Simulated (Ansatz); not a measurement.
Start from Ag in the fcc (Cu type) structure (space group Fm-3m, No. 225; a = 4.0544 Å).

Structures relaxed with PBEsol, PAW, 420 eV (Ansatz, a first-principles code; no spin-orbit coupling).

Base:

Simulated powder pattern, Cu Kα1, λ = 1.54056 Å (kinematic, ideal powder, no thermal factors, no anomalous dispersion; the 10 strongest lines at most, above 2 %, up to 2θ = 90°):

```
2θ (°)  I/Imax (%)    hkl
------  ----------  -----
38.42          100  (111)
44.66           48  (200)
65.01           30  (220)
78.12           34  (311)
82.32           10  (222)
```

One thing is altered: a negative pressure, −2 GPa.

Question: Where do the lines fall after the change?

Answer: 
Simulated powder pattern, Cu Kα1, λ = 1.54056 Å (kinematic, ideal powder, no thermal factors, no anomalous dispersion; the 10 strongest lines at most, above 2 %, up to 2θ = 90°):

```json
[
 {"2θ (°)": "38.19", "d (Å)": "2.355", "I/Imax (%)": "100", "hkl": "(111)"},
 {"2θ (°)": "44.39", "d (Å)": "2.039", "I/Imax (%)": "48", "hkl": "(200)"},
 {"2θ (°)": "64.58", "d (Å)": "1.442", "I/Imax (%)": "30", "hkl": "(220)"},
 {"2θ (°)": "77.57", "d (Å)": "1.230", "I/Imax (%)": "35", "hkl": "(311)"},
 {"2θ (°)": "81.72", "d (Å)": "1.177", "I/Imax (%)": "10", "hkl": "(222)"}
]
```

The indices refer to the base's conventional cell; one index is shown for lines that coincide.

Load acts through the strain it causes; cell and atoms are relaxed under it. Whether these cells are dynamically stable was not tested.
